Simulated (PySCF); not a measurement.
PySCF 2.14.0, PBE0/def2-svp, df: Cr(O)2(F)(OMe) (C[O][Cr](=[O])(=[O])[F]), 9 atoms. The geometry is a generated start, not checked to be a minimum at this level.

* **task**: energy
* **method**: pbe0
* **basis**: def2-svp
* **two-electron scheme**: density fitting
* **mol.max_memory**: 3000 MB
* **mf.max_cycle**: 100
* **mf.conv_tol**: 1e-09 (default)
* **mf.grids.level**: 3 (default)
* **basis functions**: 116
* **grid points**: 120960

```xyz
9

Cr     0.4355     0.5103     1.2835
O      1.9892     0.4972     1.3512
O     -0.1726    -0.3715     2.4121
F     -0.0804     2.1158     1.5475
O     -0.0961     0.0455    -0.1955
C     -0.4500    -0.5773    -1.3645
H     -0.8871     0.1568    -2.0523
H      0.4465    -1.0117    -1.8271
H     -1.1849    -1.3651    -1.1551
```

Charge 0 and multiplicity 1 are set for this test and not shown to be the ground state.

With the defaults (mf.DIIS = CDIIS, mf.diis_space = 8, mf.diis = true, mf.damp = 0, mf.diis_start_cycle = 1, mf.level_shift = 0, mf.init_guess = minao) it converges in 15 Fock builds. One run each on 2 threads, 1 BLAS thread, with these changes:
- mf.diis = false, mf.damp = 0.7, mf.diis_start_cycle = 999
- mf.diis = false
- mf.diis_space = 3
- mf.level_shift = 1 Hartree
- mf.diis_space = 12
- mf.init_guess = huckel
- mf.level_shift = 0.3 Hartree
- mf.DIIS = EDIIS
- mf.damp = 0.3, mf.diis_start_cycle = 4

**Question.** Name the settings that don't reach the solution of the defaults.

**Answer.** No convergence: mf.DIIS = EDIIS; mf.diis_space = 3; mf.diis = false; mf.diis = false, mf.damp = 0.7, mf.diis_start_cycle = 999 (the run ends without SCF convergence in 100 cycles). The rest reach the solution of the defaults.

```csv
setting,Fock builds,end
the defaults,15,same solution
mf.diis_space = 12,15,same solution
mf.init_guess = huckel,22,same solution
mf.level_shift = 0.3 Hartree,23,same solution
"mf.damp = 0.3, mf.diis_start_cycle = 4",24,same solution
mf.level_shift = 1 Hartree,47,same solution
mf.DIIS = EDIIS,101,no convergence
mf.diis_space = 3,101,no convergence
mf.diis = false,101,no convergence
"mf.diis = false, mf.damp = 0.7, mf.diis_start_cycle = 999",101,no convergence
```
